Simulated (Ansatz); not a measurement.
The starting structures come from a database of crystals and need not be the phases stable at ambient conditions.

Tunnelling through a barrier is set by its complex band structure: the current falls as exp(−2κd) with the smallest κ.

```yaml
crystal:
  lattice:
    - [5.15394, 0.00000, 0.00000]
    - [2.57659, 4.89439, 0.00000]
    - [-0.00282, -2.71496, 8.50456]
  atoms:
    - { symbol: Li, position: [0.55870, 0.88110, 0.14700] }
    - { symbol: Li, position: [0.05850, 0.88070, 0.64680] }
    - { symbol: Li, position: [0.80900, 0.38320, 0.39780] }
    - { symbol: Li, position: [0.31060, 0.38180, 0.89720] }
    - { symbol: Nb, position: [0.98260, 0.03470, 0.00580] }
    - { symbol: Nb, position: [0.48230, 0.03490, 0.50580] }
    - { symbol: Nb, position: [0.23250, 0.53470, 0.25570] }
    - { symbol: Nb, position: [0.73280, 0.53450, 0.75580] }
    - { symbol: O, position: [0.25610, 0.22410, 0.36460] }
    - { symbol: O, position: [0.21300, 0.22390, 0.05760] }
    - { symbol: O, position: [0.69510, 0.22400, 0.18950] }
    - { symbol: O, position: [0.81320, 0.72400, 0.30770] }
    - { symbol: O, position: [0.33110, 0.72390, 0.43940] }
    - { symbol: O, position: [0.75660, 0.22360, 0.86450] }
    - { symbol: O, position: [0.26990, 0.72380, 0.11460] }
    - { symbol: O, position: [0.71290, 0.22370, 0.55770] }
    - { symbol: O, position: [0.19520, 0.22400, 0.68950] }
    - { symbol: O, position: [0.31340, 0.72360, 0.80770] }
    - { symbol: O, position: [0.83110, 0.72400, 0.93940] }
    - { symbol: O, position: [0.76970, 0.72340, 0.61440] }
```

The cell is taken as given; by r2SCAN it stands under a pressure of -5.4 GPa.

Transport runs along the normal of the first two printed cell vectors.

No gap correction and no spin-orbit coupling; mid-gap is the computed energy nearest the middle.

State the band gap and the smallest decay constant κ at mid-gap according to r2SCAN run with Ansatz (a quantum-chemistry and plane-wave program).

Gap 3.84 eV on a 8×8×4 mesh; κ = 0.442 1/Å, at (0.000, 0.167) of the in-plane reciprocal vectors. At the zone centre the slowest state has κ = 0.48 1/Å.
